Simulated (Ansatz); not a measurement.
Reference: monolayer ZrSe2, PBE, rigid bands (plane waves, PAW, scalar-relativistic; Ansatz, a quantum-chemistry and plane-wave program); axes and stresses refer to this cell.

```
CELL_PARAMETERS angstrom
      3.79880     0.00000     0.00000
     -1.89940     3.28986     0.00000
      0.00000     0.00000    19.09986
ATOMIC_POSITIONS crystal
  Zr 0.00000 0.00000 0.50000
  Se 0.33333 0.66667 0.58285
  Se 0.66667 0.33333 0.41715
```

The band gap is 0.50 eV and the electron conductivity mass comes out as 0.39 mₑ. The hole conductivity mass is 0.23 mₑ.

Change: biaxial strain +1 %. What happens to band gap, electron conductivity mass, hole conductivity mass?

band gap rises to 0.62 eV; electron conductivity mass rises to 0.43 mₑ; hole conductivity mass rises to 0.24 mₑ.

Masses are for dilute carriers at 300 K, harmonic means over directions unless an axis is named. Spin-orbit coupling is left out unless a row names it; without it hole values are far off for these elements. The structure type is held under load, also where the real crystal would transform.

Model free-standing layer, not matched to a measured one here: monolayer ZrSe2.
